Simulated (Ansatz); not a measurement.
Given:

End structure of a constructed model of the (111) surface of germanium, from a spin-polarised start, full Bi adlayer on top sites (bottom of the slab: 1 H on 1 bottom site):

```yaml
crystal:
  lattice:
    - [4.07294, 0.00000, 0.00000]
    - [-2.03647, 3.52727, 0.00000]
    - [0.00000, 0.00000, 31.50000]
  atoms:
    - { symbol: Ge, position: [0.00000, 0.00000, 0.30924] }
    - { symbol: Ge, position: [0.33333, 0.66667, 0.33563] }
    - { symbol: Ge, position: [0.33333, 0.66667, 0.41426] }
    - { symbol: Ge, position: [0.66667, 0.33333, 0.44066] }
    - { symbol: Ge, position: [0.66667, 0.33333, 0.51970] }
    - { symbol: Ge, position: [0.00000, 0.00000, 0.54617] }
    - { symbol: Ge, position: [0.00000, 0.00000, 0.62548] }
    - { symbol: Ge, position: [0.33333, 0.66667, 0.65271] }
    - { symbol: H, position: [0.00000, 0.00000, 0.25978] }
    - { symbol: Bi, position: [0.33333, 0.66667, 0.73915] }
```

Slab: 10 atoms, 15.2 Å thick at the start with caps and adatoms; k 8x8x1, smearing 0.025 eV, dipole-corrected; 2 atoms held, the rest relaxed; start symmetry kept, larger cells not searched; spin-polarised, no spin-orbit, no U. The slab shows no gap on its mesh. The starting moment vanished. It is one candidate, not shown to be the stable structure of the face.

Q: What work function of the top face does PBE in Ansatz (an electronic-structure program) give?

A: 4.10 eV
